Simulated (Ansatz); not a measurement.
Base system: Al in the fcc (Cu type) structure (space group Fm-3m, No. 225; relaxed with 0.1 eV smearing).

```xyz
1
Lattice="0.0000 2.0077 2.0077 2.0077 0.0000 2.0077 2.0077 2.0077 0.0000" Properties=species:S:1:pos:R:3 pbc="T T T"
Al     0.0000     0.0000     0.0000
```

Cartesian axes are those of the cell as printed.

Computed with PBEsol (Ansatz, a quantum-chemistry and plane-wave program), no spin-orbit coupling.

The change: an isotropic linear strain of −3.00 %; the atoms relax in the strained cell.

### Question
Predict the stress tensor and what it implies for the stiffness.

### Answer
Stress of the strained cell less that of the base (GPa, compression positive):
```
    9.2     0.0     0.0
    0.0     9.2     0.0
    0.0     0.0     9.2
```

Then B = −ΔP/(ΔV/V₀) with ΔV/V₀ = -0.0873 gives secant stiffness values (nonlinear terms included at this strain): B ≈ 105 GPa.

As a check, the harmonic strain energy −½ V₀ Δσ:ε is 42 meV/atom; the computed energy rise is 37 meV/atom.

Whether these cells are dynamically stable was not tested.
